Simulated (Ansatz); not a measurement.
Data:

End structure of a constructed model of the (0001) surface of hcp Ru, a layer of Cu in place of the third plane (bottom of the slab: a bare face, its two planes held):

```xyz
6
Lattice="2.7214 0.0000 0.0000 -1.3607 2.3568 0.0000 0.0000 0.0000 27.0000" Properties=species:S:1:pos:R:3 pbc="T T T"
Ru     1.3607     0.7856     8.2177
Ru     0.0000     1.5712    10.3642
Ru     1.3607     0.7856    12.4419
Cu     0.0000     1.5712    14.6143
Ru     1.3607     0.7856    16.7806
Ru     0.0000     1.5712    18.7988
```

Slab: 6 atoms, 10.6 Å thick at the start with caps and adatoms (thin: gaps and levels are the slab's own); k 16x16x1, smearing 0.1 eV, dipole-corrected; 2 atoms held, the rest relaxed; held to the start's symmetry, so lower structures may exist; no spin, no spin-orbit, no U. In PBE it is, or lies within 0.01 eV a 1x1 cell of, the lowest of the 2 structures of its composition computed so far; subsurface sites and larger cells were not tried.

**Question.** What work function of the top face does PBE (Ansatz, a program for electronic structure) give?

**Answer.** 4.84 eV
